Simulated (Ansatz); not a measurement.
## bcc W (0 0 1) on antifluorite Mg2Si (0 0 1) (film strained to the substrate, started from cuts of the bulks and a machine-learned relaxation; slabs Mg10Si6 and W12, which can lie off the formulas)

A periodic stack without vacuum, bcc W (0 0 1) on antifluorite Mg2Si (0 0 1) (film strained to the substrate, started from cuts of the bulks and a machine-learned relaxation; slabs Mg10Si6 and W12, which can lie off the formulas): substrate slab Mg10Si6, film W12, surface cells [[1, 0], [1, 1]] and [[-1, 1], [-1, -1]], film strained by -0.1 and -0.1 %, outermost planes Si/Si and W/W as cut, which need not be the usual terminations and can put a slab off its formula.

The start was prepared with a machine-learned potential, and the result is one local minimum, with the in-plane cell held and forces under 0.04 eV/Å; the film can end far from its bulk form.

These are PBE (plane waves to 420 eV, PAW; Ansatz, an electronic-structure program) values and carry that method's errors. Spin–orbit coupling is left out; the runs are not spin-polarised. Its k-point mesh 7×7×1, Fermi–Dirac width 0.05 eV.

- interface area: 20.2 Å²
- period: 26.56 Å
- heights between the nearest atoms of the two slabs at the two interfaces: 1.26 and 1.26 Å
- Si–W contacts across the interfaces within 1.22 times the sum of covalent radii: 10, mean 2.62 Å
- Mg–W contacts across the interfaces within 1.22 times the sum of covalent radii: 4, mean 3.01 Å
- hole barrier (PBE): 0.14 eV
- electron barrier (PBE): 0.08 eV

```yaml
crystal:
  lattice:
    - [4.49940, -0.00008, 0.03090]
    - [-0.00008, 4.49940, 0.03063]
    - [-0.18569, 2.06336, 26.57414]
  atoms:
    - { symbol: Mg, position: [0.47665, 0.00384, 0.07927] }
    - { symbol: Mg, position: [0.97397, 0.50248, 0.07930] }
    - { symbol: Mg, position: [0.48047, 0.88222, 0.31930] }
    - { symbol: Mg, position: [0.98032, 0.38252, 0.31930] }
    - { symbol: Mg, position: [0.97930, 0.44166, 0.19954] }
    - { symbol: Mg, position: [0.47899, 0.94173, 0.19950] }
    - { symbol: Mg, position: [0.47491, 0.76424, 0.55928] }
    - { symbol: Mg, position: [0.97808, 0.26496, 0.55936] }
    - { symbol: Mg, position: [0.98009, 0.32336, 0.43909] }
    - { symbol: Mg, position: [0.48031, 0.82358, 0.43906] }
    - { symbol: Si, position: [0.97775, 0.97235, 0.13926] }
    - { symbol: Si, position: [0.46896, 0.53899, 0.01342] }
    - { symbol: Si, position: [0.98016, 0.85324, 0.37925] }
    - { symbol: Si, position: [0.47964, 0.41184, 0.25935] }
    - { symbol: Si, position: [0.96908, 0.73343, 0.62519] }
    - { symbol: Si, position: [0.47898, 0.29368, 0.49934] }
    - { symbol: W, position: [0.46698, 0.18219, 0.72854] }
    - { symbol: W, position: [0.96730, 0.68141, 0.72996] }
    - { symbol: W, position: [0.46844, 0.71033, 0.67250] }
    - { symbol: W, position: [0.96688, 0.20990, 0.67253] }
    - { symbol: W, position: [0.46708, 0.12224, 0.84851] }
    - { symbol: W, position: [0.96698, 0.62223, 0.84853] }
    - { symbol: W, position: [0.46697, 0.65136, 0.79009] }
    - { symbol: W, position: [0.96705, 0.15128, 0.79011] }
    - { symbol: W, position: [0.46703, 0.06285, 0.96606] }
    - { symbol: W, position: [0.96841, 0.56343, 0.96613] }
    - { symbol: W, position: [0.46730, 0.59202, 0.90865] }
    - { symbol: W, position: [0.96697, 0.09140, 0.91007] }
```
